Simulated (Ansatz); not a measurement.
ZnSe (model structure, started from the WC type, P-6m2, No. 187, 2 atoms in the cell)

All values below come from LDA in Ansatz (PAW).

Run with plane-wave cutoff 520 eV, 18×18×16 k mesh (along the axes of the cell as run), Fermi–Dirac smearing 0.05 eV, scalar-relativistic PAW data made under PBE.

Cell (relaxed at this level):

```cif
data_SeZn
_chemical_formula_sum 'Zn1 Se1'
_space_group_name_H-M_alt 'P 1'
_space_group_IT_number 1
_cell_length_a 3.61854
_cell_length_b 3.61854
_cell_length_c 3.24461
_cell_angle_alpha 90.000
_cell_angle_beta 90.000
_cell_angle_gamma 120.000
loop_
_space_group_symop_operation_xyz
  'x, y, z'
loop_
_atom_site_label
_atom_site_type_symbol
_atom_site_fract_x
_atom_site_fract_y
_atom_site_fract_z
_atom_site_occupancy
Zn1 Zn 0.00000 0.00000 0.00000 1
Se1 Se 0.66667 0.33333 0.50000 1
```

- band gap = none
- bulk modulus B0 = 75.4 GPa

Note: the bulk modulus is −V dP/dV from two relaxed cells at ±2 % in volume; the relaxation could raise the start's symmetry but not lower it, so the cell can be a saddle point.

Spin–orbit coupling is not included.

A model structure was made by putting elements into a prototype or built by hand; it is no filed structure, need not be a known phase, and can be a saddle point held by its symmetry.

Ansatz is a quantum-chemistry and plane-wave program.
